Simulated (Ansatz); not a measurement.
For AlB2-type ScB2, PBEsol (PAW; Ansatz, an electronic-structure program) gives:

| Item | Value |
|---|---|
| lattice constant a | 3.126 Å |
| c axis length | 3.484 Å |

Task: What does r²SCAN+rVV10 in Ansatz (plane waves, PAW) give for the same quantities?

Result: 
- lattice constant a: 3.140 Å (rises by 0.4 %)
- lattice parameter c: 3.518 Å (goes up by 1.0 %)

Changes are worked out from the printed values.

Unless a cell is named, each level is at its own relaxed cell (PBEsol 9.83, r²SCAN+rVV10 10.01 Å³/atom).

Ansatz's density-functional and Hartree–Fock values are scalar-relativistic unless marked +SOC, with PAW data made under PBE.
